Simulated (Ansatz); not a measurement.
Levels about the gap of amorphous Si20P4O50 (74 atoms in a cell of 1108 Å³, 2.23 g/cm³; zone centre alone, so wide bands show as single levels with stretches between that a denser mesh fills), at the geometry that PBE relaxed, where it gives 0.0 GPa on a denser mesh. The participation number counts the atoms over which a state spreads; weights are charges in smoothed Voronoi cells. The levels come from a single point, so bond lengths are those of that geometry. Method of the levels: PBE, scalar-relativistic without spin-orbit coupling (Ansatz, an electronic-structure program). Sampling: the zone centre alone; Fermi-Dirac width 0.02 eV; no spin polarisation. At PBE the levels at the filled edge of the gap are localised (band-tail or defect states), and the nearest spread-out levels lie 4.7 eV apart at the zone centre.

The cell was made by melting and quenching with the CHGNet potential and then relaxed with DFT. O atoms were pushed apart under 1.9 Å during the dynamics, to hinder bonds among them. The hot cell started wider than the set density and was brought back towards it in steps. It is the lowest in DFT energy of 2 quenches. It is a model cell: composition and starting density were chosen by hand, and all elements were melted together. No dispersion term was used. Its density started from a set value of 2.31 and ended at 2.23 g/cm³. The simulated quench (nominally 390 K/ps over its main leg) is rapid and tends to freeze in more defects than a deposited or slowly cooled glass has. A cell of this size samples the disorder only roughly. Volume and shape were free in the relaxation.

| E - E(highest filled), eV | filling | participation number | largest on | weight O | weight Si | weight P |
|---|---|---|---|---|---|---|
| -0.71 | filled | 9.6 | O, 2 neighbours | 0.95 | 0.04 | 0.01 |
| -0.65 | filled | 2.7 | O, 1 neighbours | 0.94 | 0.01 | 0.06 |
| -0.38 | filled | 2.3 | O, 1 neighbours | 0.93 | 0.01 | 0.06 |
| -0.26 | filled | 3.7 | O, 1 neighbours | 0.93 | 0.01 | 0.06 |
| -0.13 | filled | 4.3 | O, 1 neighbours | 0.93 | 0.02 | 0.04 |
| -0.10 | filled | 4.0 | O, 1 neighbours | 0.93 | 0.01 | 0.06 |
| 0.00 | filled | 6.8 | O, 1 neighbours | 0.94 | 0.03 | 0.03 |
| 3.61 | empty | 18.3 | Si, 4 neighbours | 0.61 | 0.37 | 0.03 |
| 5.01 | empty | 27.2 | Si, 4 neighbours | 0.65 | 0.31 | 0.04 |
| 5.42 | empty | 18.8 | P, 4 neighbours | 0.58 | 0.29 | 0.13 |
| 5.68 | empty | 25.9 | Si, 4 neighbours | 0.65 | 0.33 | 0.01 |
| 5.99 | empty | 35.6 | Si, 4 neighbours | 0.64 | 0.34 | 0.02 |
| 6.07 | empty | 36.5 | Si, 4 neighbours | 0.67 | 0.25 | 0.07 |
| 6.21 | empty | 50.4 | O, 2 neighbours | 0.61 | 0.36 | 0.03 |

Most localised among these is the filled level at -0.38 eV, on a O atom, which has 1 neighbours (P 1.46 Å).
